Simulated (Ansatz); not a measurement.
# What uniaxial strain ε_xx = +2.85 % does to BN

Consider BN in the h-BN type structure (space group P6_3/mmc, No. 194; a = 2.501 Å, c = 6.526 Å; layered, stacked along the Cartesian z axis). Axes: x lies along a and z along c of the hexagonal cell.

Perturbation: uniaxial strain ε_xx = +2.85 %, all other strain components held at zero, atoms relaxed at fixed cell.

All numbers come from r2SCAN+rVV10 in Ansatz (plane waves to 500 eV, PAW, spin-orbit coupling left out). Γ-centred 15×15×5 mesh, Fermi–Dirac width 0.05 eV.

| quantity | base | changed | shift |
|---|---|---|---|
| volume per atom | 8.83 Å³ | 9.09 Å³ | +0.252 Å³ |
| space group | P6_3/mmc (No. 194) | Cmcm (No. 63) | – |
| shortest interatomic distance | 1.444 Å | 1.451 Å | +0.007 Å |
| energy relative to the base (free energy F) | 0 meV/atom | +20 meV/atom | +20 meV/atom |
| pressure (mean of the normal stresses, compression positive) | 0.00 GPa | -9.91 GPa | -9.91 GPa |
| band gap | 4.74 eV | 4.59 eV | -0.15 eV |
| gap character | – | indirect, k = (0.267, 1/3, 0) in the run's primitive reciprocal basis → S | – |
| largest internal atomic displacement | – | 0.028 Å | – |
| stress (xx, yy, zz, yz, xz, xy; compression positive) | – | (-24.46, -5.23, -0.04, 0.00, 0.00, 0.00) GPa | – |

Final structure:

```
CELL_PARAMETERS angstrom
      2.57186     0.00000     0.00000
     -1.28593     2.16557     0.00000
      0.00000     0.00000     6.52584
ATOMIC_POSITIONS crystal
  B  0.33821 0.67641 0.25000
  B  0.66179 0.32359 0.75000
  N  0.32683 0.65367 0.75000
  N  0.67317 0.34633 0.25000
```

Whether these cells are dynamically stable was not tested. Labels are those of the standard path for the cell's own space group.

Ansatz is a quantum-chemistry and plane-wave program.
